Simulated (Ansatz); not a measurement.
The starting structures come from a database of crystals and need not be the phases stable at ambient conditions.

 Where the default PAW files enter, the runs use the earlier of Ansatz's two default sets.

The decay constant κ of evanescent states in the gap governs leakage through a thin film.

Given:

```xyz
4
Lattice="4.6758 0.0000 0.0000 0.0000 7.6369 0.0000 2.2923 0.0000 4.1975" Properties=species:S:1:pos:R:3 pbc="T T T"
Cd     5.9122     0.0013     3.5615
Cd     1.0559     3.8197     0.6361
Te     1.2695     0.9533     0.7647
Te     5.6986     4.7718     3.4328
```

Space group of this cell: P2_1. The cell is strained (lengths along the current scaled by 1.03, ions clamped); by r2SCAN its mean pressure is -2.1 GPa.

Transport runs along the normal of the first two printed cell vectors.

The gap is the functional's own. No spin-orbit coupling. Mid-gap values are interpolated on the energy grid.

Problem. Estimate the band gap and the smallest decay constant κ at mid-gap that r2SCAN in Ansatz (a first-principles code) returns for this system.

Solution. Gap 1.00 eV on a 8×4×8 mesh; κ = 0.076 1/Å, at the zone centre.
